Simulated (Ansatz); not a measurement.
The starting structures come from a database of crystals and need not be the phases stable at ambient conditions.

 Where the default PAW files enter, the runs use the earlier of Ansatz's two default sets.

## Evanescent states of CaClF (P4/nmm, not sure to be the ambient phase, 6 atoms a cell, 17.1 Å³ an atom) along the normal of (110)

Calculation: r2SCAN (plane waves, PAW; Ansatz, a quantum-chemistry and plane-wave program).

No gap correction and no spin-orbit coupling; mid-gap values are interpolated between computed energies.

Energies count from the valence-band top; κ is the least over a 6×6 mesh across the current.

| E (eV) | κ (1/Å) | where |
|---|---|---|
| 0.14 | 0.158 | Γ |
| 0.43 | 0.250 | Γ |
| 0.72 | 0.305 | Γ |
| 1.01 | 0.343 | Γ |
| 1.30 | 0.372 | Γ |
| 1.59 | 0.393 | Γ |
| 1.89 | 0.410 | Γ |
| 2.17 | 0.422 | Γ |
| 2.46 | 0.431 | Γ |
| 2.75 | 0.437 | Γ |
| 3.04 | 0.440 | Γ |
| 3.33 | 0.440 | Γ |
| 3.62 | 0.438 | Γ |
| 3.92 | 0.434 | Γ |
| 4.21 | 0.427 | Γ |
| 4.50 | 0.418 | Γ |
| 4.79 | 0.406 | Γ |
| 5.08 | 0.382 | Γ |
| 5.37 | 0.339 | Γ |
| 5.66 | 0.285 | Γ |
| 5.95 | 0.213 | Γ |
| 6.24 | 0.078 | Γ |

Question: How thick must the barrier be to attenuate the transmission by 10^4 when the electrodes' Fermi level lies at 4.79 eV, and what attenuation does that film give at 5.66 eV?

Answer: d = 4 ln 10 / (2 × 0.406) = 11.3 Å. At 5.66 eV it gives 4 × 0.285/0.406 = 2.8 decades.
